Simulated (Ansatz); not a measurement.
**Ag interstitial in monoclinic HfO2**

All values below come from PBE, PAW (plane waves to 420 eV; Ansatz, a program for electronic structure). A supercell of 96 sites (2×2×2 repeats of a cell of 12 atoms) was used; the energies come from a 2×2×2 shifted sampling of its zone. Site at the start: void with 3O nearest, no. 1. Charged cells carry a point-charge image correction with potential alignment at far atoms. Dielectric constants: PBE linear response of the host. Host gap at this level: 4.04 eV. Finite-size and sampling errors can reach tenths of an eV here. The semilocal functional narrows the gap, so deep levels can fall outside it. Spin–orbit coupling is left out, which matters for these heavy elements. Each state is the lowest found from its start.

Formation energies E_f are given with the Fermi level at the valence-band maximum. Chemical conditions: O-rich (Δμ(Ag) = -0.14 eV, bounded by Ag2O (Pn-3m); only phases computed here count, gases as isolated molecules at 0 K). Reference phases: Ag: fcc Ag.

The name describes the start; the neighbours show where the atoms ended.

Charges with a result: +1, 0. Others weren't obtained, and one of them could lie lower, also by skipping a charge.

| charge | moment (μB) | point group | largest move off a lattice site (Å) | neighbours of the last Ag atom of the defect at the end (Å) | image correction with alignment (eV) | E_f, O-rich (eV) |
|---|---|---|---|---|---|---|
| +1 | not spin-polarised | C1 | 0.39 | O 2.15, O 2.16, O 2.23, O 2.42, O 2.44 | 0.40 | 2.71 |
| 0 | 1.0 | C1 | 0.45 | O 2.15, O 2.20, O 2.34 | 0.00 | 6.33 |

Point groups are those of the whole cell at tolerances of 0.03 and 0.1 Å ("near" where only the looser one holds); none is given for unsettled states.

Transition levels above the valence-band maximum: ε(+1/0) = 3.62 eV. On the lower envelope of the bound states, inside the gap: (+1/0) at 3.62 eV.

Flagged in the runs: a host whose relaxation on this sampling wasn't shown to rest, a strain field that reaches the edge of the cell.
